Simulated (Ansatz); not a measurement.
```
CELL_PARAMETERS angstrom
     18.00000     0.00000     0.00000
      0.00000    18.00000     0.00000
      0.00000     0.00000     3.21759
ATOMIC_POSITIONS crystal
  Ga 0.68730 0.55344 0.50000
  N  0.67465 0.60417 0.00000
  Ga 0.59465 0.67022 0.00000
  N  0.54984 0.69715 0.50000
  Ga 0.44656 0.68730 0.50000
  N  0.39583 0.67465 0.00000
  Ga 0.32978 0.59465 0.00000
  N  0.30285 0.54984 0.50000
  Ga 0.31270 0.44656 0.50000
  N  0.32535 0.39583 0.00000
  Ga 0.40535 0.32978 0.00000
  N  0.45016 0.30285 0.50000
  Ga 0.55344 0.31270 0.50000
  N  0.60417 0.32535 0.00000
  Ga 0.67022 0.40535 0.00000
  N  0.69715 0.45016 0.50000
```

Level of theory: PBE (plane waves to 420 eV, PAW; Ansatz, a program for electronic structure). Mesh 1×1×10. No spin polarisation. Periodic along z alone, with about 11 Å of vacuum beside it. A hypothetical model, rolled from the flat sheet. Symmetry and one short period hold its shape; lower forms weren't sought.

Q: Tabulate the two highest filled and two lowest empty levels along the axis, from the valence top.

A: 
| k (2π/c) | v2 (eV) | v1 (eV) | c1 (eV) | c2 (eV) |
|---|---|---|---|---|
| 0.000 | -0.34 | -0.19 | 1.90 | 2.88 |
| 0.042 | -0.40 | -0.18 | 2.00 | 2.94 |
| 0.083 | -0.47 | -0.16 | 2.24 | 3.09 |
| 0.125 | -0.52 | -0.12 | 2.56 | 3.30 |
| 0.167 | -0.45 | -0.07 | 2.89 | 3.53 |
| 0.208 | -0.38 | -0.04 | 3.24 | 3.76 |
| 0.250 | -0.31 | -0.01 | 3.59 | 3.98 |
| 0.292 | -0.26 | 0.00 | 3.94 | 4.18 |
| 0.333 | -0.23 | -0.03 | 4.28 | 4.34 |
| 0.375 | -0.23 | -0.10 | 4.36 | 4.36 |
| 0.417 | -0.28 | -0.22 | 4.27 | 4.27 |
| 0.458 | -0.39 | -0.39 | 4.21 | 4.21 |
| 0.500 | -0.49 | -0.49 | 4.18 | 4.18 |
